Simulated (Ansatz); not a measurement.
For CsCl-type SrO (model structure), LDA in Ansatz (PAW) gives:

equilibrium lattice constant a: 3.040 Å
formation enthalpy: -2.732 eV/atom

Q: What does r²SCAN (plane waves, PAW; Ansatz, a quantum-chemistry and plane-wave program) give for the same quantities?

A: 
- lattice constant a: 3.103 Å (grows by 2.1 %)
- formation enthalpy: -2.598 eV/atom (moves by +0.134 eV/atom)

Changes are worked out from the printed values.

Unless a cell is named, each level is at its own relaxed cell (LDA 14.04, r²SCAN 14.94 Å³/atom).

Ansatz's density-functional and Hartree–Fock values are scalar-relativistic unless marked +SOC, with PAW data made under PBE.

A model structure was made by putting elements into a prototype or built by hand; it is no filed structure, need not be a known phase, and can be a saddle point held by its symmetry.
